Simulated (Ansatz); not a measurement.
The starting structures come from a database of crystals and need not be the phases stable at ambient conditions.

 Where the default PAW files enter, the runs use the earlier of Ansatz's two default sets.

Tunnelling through a barrier is set by its complex band structure: the current falls as exp(−2κd) with the smallest κ.

Input:

```
KLaPdO3
1.0
    4.00962     0.00000     0.00000
    0.00000     7.62270     0.00000
    2.00481    -1.80251     6.52224
K La Pd O
2 2 2 6
Direct
  0.35714   0.56553   0.28572
  0.64286   0.43447   0.71428
  0.65037   0.91700   0.69926
  0.34963   0.08300   0.30074
  0.00693   0.22849   0.98614
  0.99307   0.77151   0.01386
  0.84864   0.28357   0.30272
  0.15136   0.71643   0.69728
  0.83229   0.86417   0.33542
  0.16771   0.13583   0.66458
  0.50707   0.18942   0.98586
  0.49293   0.81058   0.01414
```

Space group of this cell: C2/m. The cell is taken as given; by r2SCAN its mean pressure is -2.8 GPa.

Transport runs along the normal of the first two printed cell vectors.

The gap is the functional's own, uncorrected, and κ follows it; spin-orbit coupling is left out. Mid-gap values are interpolated between the computed energies.

Problem. Estimate the band gap and the smallest decay constant κ at mid-gap that r2SCAN run with Ansatz (an electronic-structure program) returns for this system.

Solution. Gap 0.73 eV on a 8×4×8 mesh; κ = 0.312 1/Å, at the zone centre.
